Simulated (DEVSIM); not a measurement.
Structure: Cr/SiO2/n-Ge capacitor, at 300 K.

Layer 1 from the left is SiO2, thickness (nm) 2.10. Layer 2 from the left is Ge, thickness (nm) 6600, Nd (cm⁻³) 8e15.

Metal gate on the left, work function 4.5 eV. Fixed charge at the semiconductor interface 1.2e12 cm⁻² (in units of +e); no interface traps.

The device is made up for the run: typed textbook-type constants, with dimensions and the other settings drawn at random. Values at 300 K.

SiO2: gap (eV) 9, affinity (eV) 0.9, permittivity 3.9. Ge: gap (eV) 0.664, affinity (eV) 4, permittivity 16, Nc (cm⁻³) 1.04e19, Nv (cm⁻³) 6e18.

Problem. Estimate by hand the flat-band voltage, the threshold voltage, and compare with a numerical solution.

Solution. 
- Flat-band voltage: C = 1.64 μF/cm², work-function difference 0.315 V; VFB = φms − qNf/C = 0.20 V; numerical 0.20 V.
- Threshold voltage: φF = 0.154 V, depletion charge √(4εqNφF) = 3.34e-8 C/cm²; VT = VFB − 2φF − Qd/C = -0.13 V; numerical -0.13 V.

DEVSIM, 1D Poisson equation in equilibrium, Boltzmann statistics, complete ionisation; no quantum confinement or tunnelling. Metal contacts follow the ideal Schottky-Mott rule: no Fermi-level pinning, no interface dipoles.
